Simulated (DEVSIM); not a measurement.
Structure: abrupt Ge n-p junction, at 250 K.

```tsv
layer (left to right)	material	thickness (μm)	Nd (cm⁻³)	Na (cm⁻³)	τn (s)	τp (s)
1	Ge	12.0	2.4e16	-	0.00044	0.00044
2	Ge	30.0	-	3.3e17	0.00044	0.00044
```

Left contact: ohmic. Right contact: ohmic. Voltage is applied to the left contact. Recombination: SRH at mid-gap. Mobility is μmin + (μ − μmin)/(1 + (N/Nref)^α).

The device is made up for the run: typed textbook-type constants, with dimensions and the other settings drawn at random. Values at 300 K; Nc and Nv go as T^1.5, mobilities as T to minus their exponent, the gap by Varshni's rule with the affinity fixed.

| parameter | Ge |
|---|---|
| gap (eV) | 0.664 |
| affinity (eV) | 4 |
| permittivity | 16 |
| Nc (cm⁻³) | 1.04e19 |
| Nv (cm⁻³) | 6e18 |
| μn (cm²/Vs) | 3900 |
| μp (cm²/Vs) | 1900 |
| μn,min | 150 |
| μp,min | 100 |
| Nref,n | 2.6e17 |
| Nref,p | 4e17 |
| αn | 0.56 |
| αp | 0.6 |
| T exponent of μn | 1.66 |
| T exponent of μp | 2.33 |
| Varshni α (eV/K) | 0.000477 |
| Varshni β (K) | 235 |

Model (solved in DEVSIM): 1D drift-diffusion, Boltzmann statistics, complete ionisation; no tunnelling, impact ionisation, image-force lowering or self-heating.

Task: Tabulate band edges, carrier densities and field at zero bias.

Result: Energies count from the Fermi level of the right contact; mesh points crowd at the junctions.

```
x (μm)   Ec (eV)  Ev (eV)  n (cm⁻³)  p (cm⁻³)  field (V/cm)
-------  -------  -------  --------  --------  ------------
0.000      0.125   -0.558    2.4e16     2.6e7           ≈ 0
0.04526    0.125   -0.558    2.4e16     2.6e7           ≈ 0
0.1676     0.125   -0.558    2.4e16     2.6e7           ≈ 0
0.5274     0.125   -0.558    2.4e16     2.6e7           ≈ 0
2.173      0.125   -0.558    2.4e16     2.6e7           ≈ 0
6.000      0.125   -0.558    2.4e16     2.6e7           ≈ 0
9.931      0.125   -0.558    2.4e16     2.6e7           ≈ 0
11.50      0.125   -0.558    2.4e16     2.6e7           ≈ 0
11.84      0.148   -0.534    8.1e15     7.7e7          7100
11.96      0.396   -0.286    8.1e10    7.7e12         37000
12.00      0.580   -0.103     1.6e7    3.9e16         45000
12.08      0.626   -0.057   1900000    3.3e17           ≈ 0
12.25      0.626   -0.057   1900000    3.3e17           ≈ 0
12.78      0.626   -0.057   1900000    3.3e17           ≈ 0
15.17      0.626   -0.057   1900000    3.3e17           ≈ 0
21.20      0.626   -0.057   1900000    3.3e17           ≈ 0
33.18      0.626   -0.057   1900000    3.3e17           ≈ 0
38.96      0.626   -0.057   1900000    3.3e17           ≈ 0
41.26      0.626   -0.057   1900000    3.3e17           ≈ 0
41.75      0.626   -0.057   1900000    3.3e17           ≈ 0
41.93      0.626   -0.057   1900000    3.3e17           ≈ 0
42.00      0.626   -0.057   1900000    3.3e17           ≈ 0
```
